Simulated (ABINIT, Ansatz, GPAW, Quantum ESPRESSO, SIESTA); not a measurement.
# Code comparison for InAs (F-43m, 2 atoms in the cell)

Self-consistent single point.

```
InAs
1.0
    0.00000     3.03000     3.03000
    3.03000     0.00000     3.03000
    3.03000     3.03000     0.00000
In As
1 1
Direct
  0.00000   0.00000   0.00000
  0.25000   0.25000   0.25000
```

Shared settings, as Ansatz (a program for electronic structure) writes them: kpoints.mp_grid.grid = 5 5 5; scf.occupations.method = fermi_dirac; scf.occupations.width = 0.0037 Ry. Potentials and cutoffs stand in the table.

| code | model | pressure (GPa) | cutoff |
|---|---|---|---|
| Ansatz | PBE, default PAW files | 3.65 | default |
| GPAW | PBE, GPAW PAW datasets PBE (gpaw-data 1.0.1) | 3.34 | 550 eV |
| ABINIT | PBE, norm-conserving pseudopotentials (PseudoDojo nc-sr-05 PBE standard) | 3.76 | 42 Ha |
| Quantum ESPRESSO | PBE, PseudoDojo standard norm-conserving (PBE) pseudopotentials | 3.76 | 85 Ry |
| SIESTA | GGA PBE, numerical atomic orbitals DZP, PseudoDojo PBE standard norm-conserving potentials (rewritten from UPF to PSML) | 3.94 | grid 350 Ry |

No clean gap comes from Ansatz, GPAW, ABINIT, Quantum ESPRESSO and SIESTA: levels at the Fermi energy touch, overlap or are partly filled at this smearing.

The spread over the programs that give each value: pressure within 0.60 GPa.

SIESTA uses small atom-centred bases, whose incompleteness enters pressures, forces and empty levels differently from a plane-wave cutoff. Ansatz's pressure is given at a fixed set of plane waves, as the other plane-wave codes print theirs; with its correction for the finite basis it is 3.69 GPa.

On the base mesh (9 9 9) the same programs gave: Ansatz pressure 3.46 GPa; Quantum ESPRESSO pressure 3.57 GPa; ABINIT pressure 3.56 GPa; GPAW pressure 3.15 GPa; SIESTA pressure 3.78 GPa.

The starting cell has typed, rounded lattice constants, without a prior relaxation at this level.

Left out of this page: CP2K (on another mesh); FLEUR (not drawn, or without a comparable value).

Keys are those of Ansatz 0.2.
